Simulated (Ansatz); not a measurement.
## KBr under a change: pressure 7.5 GPa

The parent structure is KBr in the rock salt structure (space group Fm-3m, No. 225; a = 6.705 Å).

One thing is altered: cell and atoms relaxed at a pressure of 7.5 GPa.

The values are results of PBE, PAW, 420 eV (Ansatz, a quantum-chemistry and plane-wave program; no spin-orbit coupling), not measurements. k-mesh 9×9×9 (Γ-centred); smearing 0.05 eV (Fermi–Dirac).

The volume per atom drops by 9.264 Å³ (37.69 Å³ → 28.42 Å³) and the density increases by 0.854 g/cm³, from 2.62 g/cm³ to 3.48 g/cm³. The lattice parameter a shrinks by 0.6018 Å (6.705 Å → 6.104 Å) and the shortest interatomic distance drops by 0.301 Å (3.353 Å → 3.052 Å). The enthalpy H = E + PV relative to the base's energy amounts to +1.50 eV/atom and the band gap grows by 0.86 eV (4.31 eV → 5.17 eV). The gap character stays direct at Γ and the electron mass becomes 0.33 mₑ (at Γ) (base: 0.39 mₑ (at Γ)). The valley order (the lowest conduction-band minima on the path, energy above the VBM, named in the base's zone) becomes Γ 5.17 eV; X along ⟨100⟩ 5.46 eV (base: Γ 4.31 eV; X along ⟨100⟩ 5.91 eV).

Final structure:

```
CELL_PARAMETERS angstrom
      0.00000     3.05182     3.05182
      3.05182     0.00000     3.05182
      3.05182     3.05182     0.00000
ATOMIC_POSITIONS crystal
  K  0.00000 0.00000 0.00000
  Br 0.50000 0.50000 0.50000
```

Load acts through the strain it causes; cell and atoms are relaxed under it. Effective masses come from finite differences of ±0.01 Å⁻¹. Whether these cells are dynamically stable was not tested. No other phases were tried under pressure.
